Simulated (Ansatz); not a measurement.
Base system: PbTe in the rock salt structure (space group Fm-3m, No. 225; a = 6.4429 Å). Axes: x, y, z lie along the cube axes.

Method: PBEsol (Ansatz, a quantum-chemistry and plane-wave program; PAW; 420 eV plane waves; no SOC).

Free-standing slabs (2 atom(s) a layer) normal to the z axis with 15 Å of vacuum; in-plane cell held at bulk.

One change was made to it. Results:

The excess energy per area of both faces (slab less bulk energy over the cell's area: twice a surface energy) amounts to 0.47 J/m²; the band gap rises by 0.09 eV (0.65 eV → 0.74 eV); the gap character amounts to direct at X.

Task: Name the change that was made.
(A) 7 layers
(B) 4 layers
(C) 3 layers

Result: A, 7 layers. For comparison, the band gap in the other runs: 3 layers gives 0.78 eV; 4 layers gives 1.05 eV.

The excess energy carries the mismatch between the slab's and the bulk's meshes. Spin-orbit coupling, missing from the scalar runs, can matter with Pb and Te. Whether these cells are dynamically stable was not tested. k-point labels follow each cell's own Brillouin zone.
